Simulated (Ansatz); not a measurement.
Data:

Host crystal: monoclinic HfO2, with a band gap (PBE, scalar-relativistic without spin-orbit coupling).

End structure of Cl on the 1x1 (100) surface of monoclinic HfO2 (cut with top plane 2 O), one in a 1x1 cell, started at the site 'hollow O-O-O over O at depth 6.8 Å':

```
CELL_PARAMETERS angstrom
      5.21201     0.00000     0.00000
      0.00000     5.35246     0.00000
      0.00000     0.00000    28.50000
ATOMIC_POSITIONS crystal
  O  0.18629 0.86339 0.33630
  O  0.31371 0.36339 0.33630
  Hf 0.07292 0.16028 0.37287
  Hf 0.42708 0.66028 0.37287
  O  0.73895 0.90072 0.39944
  O  0.76105 0.40072 0.39944
  O  0.24321 0.43921 0.42373
  O  0.25679 0.93921 0.42373
  Hf 0.55357 0.17504 0.45058
  Hf 0.94643 0.67504 0.45058
  O  0.66702 0.50181 0.48738
  O  0.83298 0.00181 0.48738
  O  0.16662 0.67383 0.51268
  O  0.33517 0.17191 0.51235
  Hf 0.04856 0.00211 0.54927
  Hf 0.44729 0.49926 0.54942
  O  0.74166 0.73920 0.57761
  O  0.75673 0.23746 0.57923
  O  0.23692 0.27249 0.59832
  O  0.25399 0.77480 0.60025
  Hf 0.55488 0.00938 0.62565
  Hf 0.93678 0.52303 0.63236
  O  0.65975 0.31858 0.66527
  O  0.79652 0.82059 0.66499
  Cl 0.26419 0.47247 0.69959
```

Model: 25-atom slab, 9.3 Å thick at the start under the adsorbate (thin: gaps and levels are the slab's own), 4x4x1 mesh, Fermi-Dirac 0.01 eV, dipole correction, single point; no symmetry held, on the structure that PBE left; spin-polarised, ending with about 1.0 μB a cell; orders that need a larger cell were not tried, no spin-orbit, no U, no dispersion correction. The program's check for a lower electronic state was not made. At the end it is bonded to Hf. In PBE it is, or lies within 0.03 eV of, the lowest of the starts that converged; the order may differ at this level.

A negative adsorption energy means that the adsorbate is more stable on the surface than in its reference.

Estimate the adsorption energy against ½ Cl2(g) at the same level that Ansatz (a first-principles code) with r2SCAN, at the PBE geometry and the start's symmetry returns for this input.

-0.22 eV

What gap of the slab on its k-mesh does r2SCAN, at the PBE geometry and the start's symmetry give?

0.85 eV

Estimate the change of the step from the bottom to the top vacuum level, against the clean slab that r2SCAN, at the PBE geometry and the start's symmetry returns for this input.

0.39 eV

Predict the highest filled level below the top vacuum level from r2SCAN, at the PBE geometry and the start's symmetry.

7.96 eV
